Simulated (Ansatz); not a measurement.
The parent structure is HfSiO$_{4}$ (space group I4_1/amd, No. 141; a = 6.5820 Å, c = 5.9714 Å).

Level of theory: r2SCAN in Ansatz (plane waves to 500 eV, PAW, no SOC).

Base values:

The volume per atom is 10.78 Å³ and the magnetic state is not spin-polarised. The largest site moment comes out as 0.00 μB.

The change: W takes the place of Hf on all its sites; the structure is relaxed again.

Tabulated Pauling electronegativity and covalent radius: Hf 1.30, 1.75 Å; W 2.36, 1.62 Å.

Task: What happens to the volume per atom?

Result: The volume per atom falls by 0.34 Å³ to 10.44 Å³.

Task: Predict the new magnetic state.

Result: The magnetic state becomes ferromagnetic (base: not spin-polarised).

Task: What does the calculation give for the largest site moment after the change?

Result: The largest site moment goes from zero to 1.06 μB.

Other magnetic orders, which the real material may have, were not ruled out. Whether these cells are dynamically stable was not tested. As relaxed here, WSiO4 is a hypothetical phase, not in the database extracts checked. No Hubbard U is applied, and correlation can decide whether such a compound is a metal.

Ansatz is an electronic-structure program.
